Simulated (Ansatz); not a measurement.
Where the default PAW files enter, the runs use the earlier of Ansatz's two default sets.

The decay constant κ of evanescent states in the gap governs leakage through a thin film.

```xyz
16
Lattice="3.8084 0.0000 0.0000 -1.9042 3.2982 0.0000 0.0000 0.0000 24.8910" Properties=species:S:1:pos:R:3 pbc="T T T"
Zn     0.0000     2.1988    18.6660
Zn     1.9042     1.0994     6.2205
Zn     0.0000     2.1988     3.1061
Zn     1.9042     1.0994    15.5516
Zn     0.0000     0.0000     0.0010
Zn     0.0000     0.0000    12.4465
Zn     1.9042     1.0994    21.7876
Zn     0.0000     2.1988     9.3421
S      0.0000     0.0000    14.7780
S      0.0000     0.0000     2.3325
S      1.9042     1.0994    24.1191
S      0.0000     2.1988    11.6736
S      0.0000     2.1988     5.4387
S      1.9042     1.0994    17.8842
S      1.9042     1.0994     8.5607
S      0.0000     2.1988    21.0062
```

Space group of this cell: P6_3mc. The cell is taken as given; by LDA its mean pressure is -3.9 GPa.

Transport runs along the normal of the first two printed cell vectors, the (001) plane of the conventional cell.

The gap is the functional's own. No spin-orbit coupling. Mid-gap values are interpolated on the energy grid.

Predict the band gap and the smallest decay constant κ at mid-gap from LDA in Ansatz (an electronic-structure program).

Gap 1.91 eV on a 12×12×2 mesh; κ = 0.133 1/Å, at the zone centre.
